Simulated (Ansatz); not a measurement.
Base system: BAs in the zinc blende structure (space group F-43m, No. 216; a = 4.783 Å).

Computed with Ansatz (a quantum-chemistry and plane-wave program), r2SCAN, PAW, cutoff 500 eV, no spin-orbit coupling, earlier PAW set.

One change was made to it. Results:

The hole mass (degenerate bands, along [100]) becomes 0.22 mₑ (at Γ) (base: 0.21, 0.22, 0.22 mₑ (at Γ)); the width of the top valence band hardly moves (5.41 eV against 5.43 eV); the lattice parameter a shrinks by 0.0034 Å (4.783 Å → 4.779 Å); the smallest direct gap is still 3.44 eV.

Task: Which of these changes matches the shifts?
A. pressure 5 GPa
B. pressure −1 GPa
C. pressure 1.5 GPa
D. pressure 0.3 GPa
E. pressure 3 GPa

Result: D, pressure 0.3 GPa. For comparison, the lattice parameter a in the other runs: pressure 5 GPa gives 4.730 Å; pressure −1 GPa gives 4.794 Å; pressure 1.5 GPa gives 4.766 Å; pressure 3 GPa gives 4.750 Å.

Load acts through the strain it causes; cell and atoms are relaxed under it. Masses are band curvatures over ±0.01 Å⁻¹ around the edge. Whether these cells are dynamically stable was not tested. Competing high-pressure phases were not computed.
